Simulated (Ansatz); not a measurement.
The reference is Si in the diamond structure (space group Fd-3m, No. 227; a = 5.444 Å).

Computed with r2SCAN/PAW in Ansatz (a program for electronic structure), scalar-relativistic without spin-orbit coupling, earlier PAW set.

Base values:

Lattice parameter a: 5.444 Å
Band gap: 0.78 eV
Smallest direct gap: 2.74 eV

Perturbation: every Si is replaced by C; the structure is relaxed again.

### Question
What does the calculation give for the lattice parameter a after the change?

### Answer
The lattice parameter a falls by 1.884 Å, from 5.444 Å to 3.560 Å.

### Question
How does this affect the band gap?

### Answer
The band gap grows by 3.585 eV (0.78 eV → 4.36 eV).

### Question
Estimate the effect on the smallest direct gap.

### Answer
The smallest direct gap rises by 3.155 eV, from 2.74 eV to 5.89 eV.

Stability against distortions was not tested.
